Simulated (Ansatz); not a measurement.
# ZnSe in the zinc blende structure (space group F-43m, No. 216)

```
CELL_PARAMETERS angstrom
      0.00000     2.86650     2.86650
      2.86650     0.00000     2.86650
      2.86650     2.86650     0.00000
ATOMIC_POSITIONS crystal
  Se 0.75000 0.75000 0.75000
  Zn 0.00000 0.00000 0.00000
```

Level of theory: Ansatz (an electronic-structure program) PBE, no SOC. Settings: 10×10×10 k-points, 0.05 eV Fermi–Dirac smearing.

| Property | Result |
|---|---|
| Volume per atom | 23.55 Å³ |
| Density | 5.09 g/cm³ |
| Band gap | 1.15 eV, direct at Γ |
| Electron mass | 0.090 mₑ |
| Hole mass (degenerate bands, along [100]) | 0.094, 0.63, 0.63 mₑ |
| Lowest conduction-band minima above the VBM | Γ 1.15 eV; L along ⟨111⟩ 2.49 eV |
| Total energy | -4394.769 eV/atom (σ→0; compares only within this code and set-up) |

Masses are band curvatures over ±0.01 Å⁻¹ around the edge. Whether these cells are dynamically stable was not tested.
